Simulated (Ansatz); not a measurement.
Effect of Mo → Ru on MoP

Consider MoP (space group P-6m2, No. 187; a = 3.206 Å, c = 3.174 Å).

Now apply this change: Ru takes the place of Mo on all its sites; the structure is relaxed again.

The values are results of Ansatz (a first-principles code), PBEsol, PAW, cutoff 420 eV, no SOC, earlier PAW set, not measurements. k-mesh 18×18×14 (Γ-centred); smearing 0.05 eV (Fermi–Dirac), for the changed cell.

```tsv
quantity	base	changed	shift
volume per atom	14.13 Å³	13.10 Å³	-1.03 Å³
lattice parameter a	3.206 Å	2.980 Å	-0.226 Å
c/a ratio	0.990	1.143	+0.153
space group	P-6m2 (No. 187)	P-6m2 (No. 187)	–
shortest interatomic distance	2.438 Å	2.421 Å	-0.017 Å
band gap	zero	zero	–
```

Final structure:

```
RuP
1.0
    2.98035     0.00000     0.00000
   -1.49018     2.58106     0.00000
    0.00000     0.00000     3.40708
Ru P
1 1
Direct
  0.00000   0.00000   0.00000
  0.66667   0.33333   0.50000
```

No phonon test of stability was made. As relaxed here, RuP is a hypothetical phase, not in the database extracts checked. The final runs are not spin-polarised. An odd electron count without spin: RuP and MoP. RuP has a high density of states at the Fermi level and may be magnetic at this level.
